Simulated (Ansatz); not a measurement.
## BN: energy against strain

BN (wurtzite, P6_3mc, 5.969 Å³/atom at rest, c along z) under a strain ε along c (axis z), the other axes held. PBE in Ansatz, a plane-wave DFT program (PAW, default set), 420 eV, 15×15×8 Γ-centred mesh, Fermi-Dirac smearing 0.05 eV; ions are relaxed within the symmetry of each cell.

Here s stands for strain and y for E less E0.

| strain (%) | E less E0 (meV/atom) |
|---|---|
| -3.00 | ? |
| -1.20 | 2.79 |
| -0.60 | 0.69 |
| 0.00 | 0.00 |
| 0.60 | 0.67 |
| 1.20 | 2.62 |

The 5 complete rows are fitted with a parabola, y against s. Least squares gives y = 0.003 - 0.0600·s + 1.8770·s². Residuals (row less fit): 0.012, -0.025, -0.003, 0.027, -0.014; standard error 0.029 (degrees of freedom: 2). Twice the quadratic coefficient over the volume, 2 × 1.8770 meV × 10⁴ × 0.1602 / 5.969 Å³, is the elastic constant C33 = 1008 ± 12 GPa.

### Question
What does the fit predict for y at s = -3.00, and how far is the calculated value from it?

### Answer
y = 0.003 - 0.0600 × (-3.0) + 1.8770 × (-3.0)² = 17.076 meV/atom. The calculation gives 18.14 meV/atom, 1.064 meV/atom above the prediction (5.9 % of the range of y in the table). The row lies outside the fitted rows, so this is an extrapolation. From the scatter of the fitted rows alone, a prediction at this place has a standard error of 0.188 meV/atom, so the miss is 5.7 times that.

One order more, fitted to all 11 runs of the series, follows each within 0.01, so the miss is the next term of a smooth law. BN is here a metastable high-pressure form. Rows are the converged runs of the series near zero and its far end; series whose fitted rows scatter by over a few per cent of the range, as at a crossing or softening among them, aren't shown in this form. Most that stay on the fit to the last digits aren't either.
